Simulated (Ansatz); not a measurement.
Consider C in the diamond structure (space group Fd-3m, No. 227).

```
CELL_PARAMETERS angstrom
      0.00000     1.78014     1.78014
      1.78014     0.00000     1.78014
      1.78014     1.78014     0.00000
ATOMIC_POSITIONS crystal
  C  0.50000 0.50000 0.50000
  C  0.75000 0.75000 0.75000
```

All numbers come from r2SCAN/PAW in Ansatz (an electronic-structure program), no spin-orbit coupling, earlier PAW set.

Base values:

The band gap is 4.36 eV and the smallest direct gap is 5.89 eV. The lattice parameter a is 6.728 bohr and the width of the top valence band is 8.75 eV.

Perturbation: a hydrostatic pressure of 45 GPa.

What happens to the band gap, smallest direct gap, lattice parameter a and width of the top valence band?

The band gap increases by 0.21 eV to 4.57 eV; the smallest direct gap goes up by 0.244 eV (5.89 eV → 6.14 eV); the lattice parameter a falls by 0.189 bohr to 6.539 bohr; the width of the top valence band increases by 0.79 eV to 9.54 eV.

Load acts through the strain it causes; cell and atoms are relaxed under it. Whether these cells are dynamically stable was not tested. Competing high-pressure phases were not computed.
